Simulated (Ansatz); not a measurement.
L1₀ (CuAu-type) CuAu, treated with r²SCAN in Ansatz (plane waves, PAW).

Run with plane-wave cutoff 560 eV, 20×20×16 k mesh (along the axes of the cell as run), Fermi–Dirac smearing 0.05 eV, no spin polarisation, scalar-relativistic PAW data made under PBE.

Response to compression and expansion:

Shape and atoms are relaxed at each volume.

| V (Å³/atom) | P (GPa) | c (Å) | a (Å) |
|---|---|---|---|
| 13.949 | 7.16 | 3.516 | 2.817 |
| 14.239 | 3.35 | 3.551 | 2.832 |
| 14.530 | 0.01 | 3.586 | 2.847 |
| 14.820 | -2.94 | 3.617 | 2.863 |
| 15.111 | -5.52 | 3.649 | 2.878 |

Note: the bulk modulus comes from volumes at which shape and atoms were relaxed.

Ansatz is an electronic-structure program.
